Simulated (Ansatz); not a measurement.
C on the 1x1 (111) surface of fcc Pt, one in a 2x1 cell, energies for each (13.6 Å²). Energies are against an atom of graphite, without zero-point or thermal terms; each row is named by its start.

Level of theory: PBE (plane waves to 420 eV, PAW; Ansatz, a quantum-chemistry and plane-wave program).

Slab: 9 atoms, 6.9 Å thick at the start under the adsorbate (thin: gaps and levels are the slab's own); k 6x12x1, smearing 0.1 eV, dipole-corrected; 4 atoms held, the rest relaxed; each run with such symmetry as its start has; spin where the adsorbate may keep a moment, no spin-orbit, no U, no dispersion correction.

A negative adsorption energy means that the adsorbate is more stable on the surface than in its reference. Starts that drift may end in the same place. Heights count from the host atoms within 0.3 Å of the top one.

```json
[
 {"starting site": "top Pt", "E_ads (eV)": "1.52", "height (Å)": "1.05", "nearest host atom (Å)": "Pt 1.88", "bonded to": "3 Pt", "Δ work function (eV)": "0.09", "lateral drift (Å)": "1.6", "moment (μB)": "0.0"},
 {"starting site": "hollow Pt-Pt-Pt over Pt at depth 2.3 Å", "E_ads (eV)": "1.63", "height (Å)": "1.07", "nearest host atom (Å)": "Pt 1.88", "bonded to": "3 Pt", "Δ work function (eV)": "0.09", "lateral drift (Å)": "0.0", "moment (μB)": "–"},
 {"starting site": "hollow Pt-Pt-Pt over Pt at depth 4.6 Å", "E_ads (eV)": "1.52", "height (Å)": "1.05", "nearest host atom (Å)": "Pt 1.88", "bonded to": "3 Pt", "Δ work function (eV)": "0.09", "lateral drift (Å)": "0.0", "moment (μB)": "–"},
 {"starting site": "bridge Pt-Pt (span 2.8 Å)", "E_ads (eV)": "1.52", "height (Å)": "1.05", "nearest host atom (Å)": "Pt 1.88", "bonded to": "3 Pt", "Δ work function (eV)": "0.09", "lateral drift (Å)": "0.8", "moment (μB)": "–"}
]
```
